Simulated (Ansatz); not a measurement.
An Ansatz (an electronic-structure program) input (r2SCAN/PAW in Ansatz, without spin-orbit coupling):

Ansatz 0.2 input:
```yaml
crystal:
  lattice:
    - [0, 3.1797317611, 3.1797317611]
    - [3.1797317611, 0, 3.1797317611]
    - [3.1797317611, 3.1797317611, 0]
  atoms:
    - { symbol: In, position: [0, 0, 0] }
    - { symbol: Sb, position: [0.25, 0.25, 0.25] }
basis: { ecutwfc: 500, ecutrho_ratio: 4, xc_grid: 4, fft_grid_basis: typed }
kpoints: { mp_grid: { grid: [12, 12, 12] } }
hamiltonian:
  xc: r2scan
  dispersion: none
  pseudopotentials: { kind: paw }
scf: { occupations: { method: fermi_dirac, width: 0.05 }, convergence: { dr2_threshold: 0.0000000002 } }
relax: { f_tol: 0.005, max_steps: 50 }
output: { forces: true, stress: true }
checkpoint: { write: state.ck, write_every: 1000 }
```

Q: Which symmetry and how many k-points will the program report, and about how many plane waves at Γ?

A: Space group F-43m (ITA 216) with 24 operations, k-points 72 of 1728, and 1639 plane waves at Γ.

Q: And the final pressure?

A: 4.95 GPa (compression positive).

The cells carry an imposed strain or load. Whether these cells are dynamically stable was not tested. The cell was made from InSb in the zinc blende structure (space group F-43m, No. 216) by this change: isotropic strain −3.00 %.
